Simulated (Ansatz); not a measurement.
Worked example: self-consistent single point of TiSb (R3m, 2 atoms in the cell) in Ansatz (a quantum-chemistry and plane-wave program).

Method of the run: revPBE, default PAW files made with PBE (plane waves; Ansatz).

```
TiSb
1.0
    2.05481     1.18634     3.51680
   -2.05481     1.18634     3.51680
    0.00000    -2.37269     3.51680
Ti Sb
1 1
Direct
  0.76240   0.76240   0.76240
  0.23760   0.23760   0.23760
```

Reference input (self-consistent single point, DFT, revPBE, plane waves, default PAW files made with PBE): kpoints.mp_grid.grid = 10 10 10; hamiltonian.xc = revpbe; hamiltonian.pseudopotentials = {kind: paw} (the program's default PAW files); scf.occupations.method = fermi_dirac; scf.occupations.width = 0.1 eV. This run's input differs from it in these lines:

Ansatz 0.2 input:
```diff
@@ -10,3 +10,3 @@
 kpoints:
-  mp_grid: { grid: [10, 10, 10] }
+  mp_grid: { grid: [11, 11, 11] }
 hamiltonian:
@@ -15,3 +15,3 @@
 scf:
-  occupations: { method: fermi_dirac, width: 0.1 eV }
+  occupations: { method: fermi_dirac, width: 0.3 eV }
 output:
```

Output (repeated stretches shortened):

```
SCF iter   1: F=—  HF=-8994.111343 eV  |F-HF|=—  |Δ(HF+E_count)|=         —  Δρ=4.55e-3  dr2=1.17e-2  ethr=1.77e-3  ⟨swp⟩=5.0  Hψ=12712  notcnv=0
all-band conjugate gradients solve this SCF's bands
preconditioner: auto → Kerker (q_TF=auto, 2.450 Å⁻¹)
SCF iter   2: F=—  HF=-8994.110186 eV  |F-HF|=—  |Δ(HF+E_count)|=   1.16e-3  Δρ=2.20e-3  dr2=2.86e-3  ethr=4.34e-5  ⟨swp⟩=1.2  Hψ=4014  notcnv=0
SCF iter   3: F=—  HF=-8994.110081 eV  |F-HF|=—  |Δ(HF+E_count)|=   1.05e-4  Δρ=3.10e-4  dr2=3.91e-5  ethr=1.06e-5  ⟨swp⟩=2.2  Hψ=3283  notcnv=0
SCF iter   4: F=—  HF=-8994.110108 eV  |F-HF|=—  |Δ(HF+E_count)|=   2.67e-5  Δρ=8.40e-5  dr2=3.54e-6  ethr=1.45e-7  ⟨swp⟩=2.8  Hψ=5606  notcnv=0
SCF iter   5: F=—  HF=-8994.110110 eV  |F-HF|=—  |Δ(HF+E_count)|=   2.42e-6  Δρ=2.28e-5  dr2=4.43e-7  ethr=1.31e-8  ⟨swp⟩=2.2  Hψ=3923  notcnv=0
SCF iter   6: F=-8994.110110 eV  HF=-8994.110110 eV  |F-HF|=1.13e-8  |Δ(HF+E_count)|=   5.07e-8  Δρ=8.17e-6  dr2=4.39e-8  ethr=3.70e-10  ⟨swp⟩=6.3  Hψ=10762  notcnv=0
SCF 1 converged in 6 iterations: F = -8994.110110 eV  dr2 = 4.39e-8
Free energy (F): -8994.110110 eV
Internal energy: -8993.400003 eV  (E = F + TS)
E sigma→0 (E₀):  -8993.755057 eV
Entropy (-TS):   -0.710107 eV (-355.054 meV/atom)
Fermi energy:    10.243476 eV
--- Forces (eV/Å), atoms counted from 1 ---
  atom   1  Ti    -0.00000000    -0.00000004    -0.84389519
  atom   2  Sb     0.00000000     0.00000004     0.84394096
--- Stress (GPa, compression-positive) ---
       -4.290245       0.000000      -0.000000
        0.000000      -4.290245      -0.000000
       -0.000000      -0.000000      -6.521097
  P = ⅓ Tr σ = -5.0339 GPa (-50.339 kbar)
  The stress holds the Pulay correction. Without it, at fixed plane waves, as pw.x and ABINIT print it: P = -5.0586 GPa
```

The run converged in 6 iterations. Against the reference run the free energy goes down by 171 meV/atom, the pressure goes from -6.46 to -5.03 GPa and the largest force goes from 0.832 to 0.844 eV/Å.

The starting cell was generated: these elements placed on a structure prototype, without a prior relaxation; it need not be a known phase or ordering of this composition. Spin polarisation is off. With a pressure of about -5 GPa the cell is away from its equilibrium volume at this level. Ansatz's pressure includes its estimate of the finite-basis (Pulay) stress.
